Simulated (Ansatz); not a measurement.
AlN in the wurtzite structure (space group P6_3mc, No. 186)

```cif
data_Al2N2
_chemical_formula_sum 'Al2 N2'
_space_group_name_H-M_alt 'P 1'
_space_group_IT_number 1
_cell_length_a 3.10656
_cell_length_b 3.10656
_cell_length_c 4.97805
_cell_angle_alpha 90.000
_cell_angle_beta 90.000
_cell_angle_gamma 120.000
loop_
_space_group_symop_operation_xyz
  'x, y, z'
loop_
_atom_site_label
_atom_site_type_symbol
_atom_site_fract_x
_atom_site_fract_y
_atom_site_fract_z
_atom_site_occupancy
Al1 Al 0.33333 0.66667 0.99658 1
Al2 Al 0.66667 0.33333 0.49658 1
N1 N 0.33333 0.66667 0.37822 1
N2 N 0.66667 0.33333 0.87822 1
```

Method: r2SCAN/PAW in Ansatz (a quantum-chemistry and plane-wave program), no SOC, earlier PAW set. Settings: 12×12×7 k-points, 0.05 eV Fermi–Dirac smearing.

The volume per atom comes out as 10.40 Å³ and the density comes out as 3.27 g/cm³. The band gap comes out as 4.87 eV, direct at Γ and the total energy comes out as -464.243 eV/atom (σ→0; compares only within this code and set-up).

No phonon test of stability was made.
